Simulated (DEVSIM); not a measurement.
Device: W/SiO2/n-Si capacitor, at 300 K.

| layer (left to right) | material | thickness (nm) | Nd (cm⁻³) |
|---|---|---|---|
| 1 | SiO2 | 9.10 | - |
| 2 | Si | 5500 | 1.1e16 |

Metal gate on the left, work function 4.6 eV. Fixed charge at the semiconductor interface -3.5e11 cm⁻² (in units of +e); interface traps 1e10 cm⁻² eV⁻¹, uniform in energy, neutral level at 0.7 of the gap above the valence band.

Constants are typed, rounded textbook-type inputs, not results; the design itself was drawn at random and stands for no fabricated device. Values at 300 K.

| parameter | SiO2 | Si |
|---|---|---|
| gap (eV) | 9 | 1.124 |
| affinity (eV) | 0.9 | 4.05 |
| permittivity | 3.9 | 11.7 |
| Nc (cm⁻³) | - | 2.86e19 |
| Nv (cm⁻³) | - | 3.1e19 |

Simulated with DEVSIM: 1D Poisson equation in equilibrium, Boltzmann statistics, complete ionisation; no quantum confinement or tunnelling. Metal contacts follow the ideal Schottky-Mott rule: no Fermi-level pinning, no interface dipoles.

Q: Tabulate band edges, carrier densities and field at 1.9 V on the gate.

A: Energies count from the Fermi level of the right contact; mesh points crowd at the junctions.

```json
[
 {"x (μm)": "0.000", "Ec (eV)": "1.800", "Ev (eV)": "-7.200", "n (cm⁻³)": "< 1e2", "p (cm⁻³)": "< 1e2", "field (V/cm)": "1500000"},
 {"x (μm)": "0.001373", "Ec (eV)": "2.004", "Ev (eV)": "-6.996", "n (cm⁻³)": "< 1e2", "p (cm⁻³)": "< 1e2", "field (V/cm)": "1500000"},
 {"x (μm)": "0.003943", "Ec (eV)": "2.387", "Ev (eV)": "-6.613", "n (cm⁻³)": "< 1e2", "p (cm⁻³)": "< 1e2", "field (V/cm)": "1500000"},
 {"x (μm)": "0.006871", "Ec (eV)": "2.823", "Ev (eV)": "-6.177", "n (cm⁻³)": "< 1e2", "p (cm⁻³)": "< 1e2", "field (V/cm)": "1500000"},
 {"x (μm)": "0.009012", "Ec (eV)": "3.142", "Ev (eV)": "-5.859", "n (cm⁻³)": "< 1e2", "p (cm⁻³)": "< 1e2", "field (V/cm)": "1500000"},
 {"x (μm)": "0.01039", "Ec (eV)": "0.042", "Ev (eV)": "-1.082", "n (cm⁻³)": "5.6e18", "p (cm⁻³)": "< 1e2", "field (V/cm)": "210000"},
 {"x (μm)": "0.01365", "Ec (eV)": "0.086", "Ev (eV)": "-1.038", "n (cm⁻³)": "1.0e18", "p (cm⁻³)": "110", "field (V/cm)": "89000"},
 {"x (μm)": "0.02540", "Ec (eV)": "0.140", "Ev (eV)": "-0.984", "n (cm⁻³)": "1.3e17", "p (cm⁻³)": "930", "field (V/cm)": "26000"},
 {"x (μm)": "0.04867", "Ec (eV)": "0.176", "Ev (eV)": "-0.948", "n (cm⁻³)": "3.2e16", "p (cm⁻³)": "3600", "field (V/cm)": "8700"},
 {"x (μm)": "0.1030", "Ec (eV)": "0.197", "Ev (eV)": "-0.927", "n (cm⁻³)": "1.4e16", "p (cm⁻³)": "8400", "field (V/cm)": "1600"},
 {"x (μm)": "0.2223", "Ec (eV)": "0.203", "Ev (eV)": "-0.921", "n (cm⁻³)": "1.1e16", "p (cm⁻³)": "10000", "field (V/cm)": "70"},
 {"x (μm)": "0.6636", "Ec (eV)": "0.203", "Ev (eV)": "-0.921", "n (cm⁻³)": "1.1e16", "p (cm⁻³)": "11000", "field (V/cm)": "≈ 0"},
 {"x (μm)": "1.538", "Ec (eV)": "0.203", "Ev (eV)": "-0.921", "n (cm⁻³)": "1.1e16", "p (cm⁻³)": "11000", "field (V/cm)": "≈ 0"},
 {"x (μm)": "3.340", "Ec (eV)": "0.203", "Ev (eV)": "-0.921", "n (cm⁻³)": "1.1e16", "p (cm⁻³)": "11000", "field (V/cm)": "≈ 0"},
 {"x (μm)": "4.801", "Ec (eV)": "0.203", "Ev (eV)": "-0.921", "n (cm⁻³)": "1.1e16", "p (cm⁻³)": "11000", "field (V/cm)": "≈ 0"},
 {"x (μm)": "5.206", "Ec (eV)": "0.203", "Ev (eV)": "-0.921", "n (cm⁻³)": "1.1e16", "p (cm⁻³)": "11000", "field (V/cm)": "≈ 0"},
 {"x (μm)": "5.380", "Ec (eV)": "0.203", "Ev (eV)": "-0.921", "n (cm⁻³)": "1.1e16", "p (cm⁻³)": "11000", "field (V/cm)": "≈ 0"},
 {"x (μm)": "5.452", "Ec (eV)": "0.203", "Ev (eV)": "-0.921", "n (cm⁻³)": "1.1e16", "p (cm⁻³)": "11000", "field (V/cm)": "≈ 0"},
 {"x (μm)": "5.491", "Ec (eV)": "0.203", "Ev (eV)": "-0.921", "n (cm⁻³)": "1.1e16", "p (cm⁻³)": "11000", "field (V/cm)": "≈ 0"},
 {"x (μm)": "5.502", "Ec (eV)": "0.203", "Ev (eV)": "-0.921", "n (cm⁻³)": "1.1e16", "p (cm⁻³)": "11000", "field (V/cm)": "≈ 0"},
 {"x (μm)": "5.507", "Ec (eV)": "0.203", "Ev (eV)": "-0.921", "n (cm⁻³)": "1.1e16", "p (cm⁻³)": "11000", "field (V/cm)": "≈ 0"},
 {"x (μm)": "5.509", "Ec (eV)": "0.203", "Ev (eV)": "-0.921", "n (cm⁻³)": "1.1e16", "p (cm⁻³)": "11000", "field (V/cm)": "≈ 0"}
]
```
